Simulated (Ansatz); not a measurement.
hypothetical diamond Zn with two functionals

Base system: Zn in the diamond structure (space group Fd-3m, No. 227; a = 5.827 Å; a hypothetical phase, not in the database extracts checked).

(Cell as relaxed with PBE.)

Levels (all Ansatz, a first-principles code, PAW): PBE (420 eV, no spin-orbit coupling); PBEsol (420 eV, scalar-relativistic without spin-orbit coupling).

Each level relaxes its own structure.

```json
[
 {"quantity": "volume per atom", "PBE": "24.73 Å³", "PBEsol": "___"},
 {"quantity": "lattice parameter a", "PBE": "5.827 Å", "PBEsol": "___"},
 {"quantity": "band gap", "PBE": "zero", "PBEsol": "___"}
]
```

Task: Predict the PBEsol column.

Result: 
- volume per atom, PBEsol: 22.61 Å³
- lattice parameter a, PBEsol: 5.655 Å
- band gap, PBEsol: zero

PBE's volume per atom lies 2.12 Å³ above PBEsol's (9.4 %); PBE's lattice parameter a lies 0.1714 Å above PBEsol's (3.0 %); the two agree on the band gap. Neither level is exact; PBEsol is the comparison here, not a measurement.

Stability against distortions was not tested.
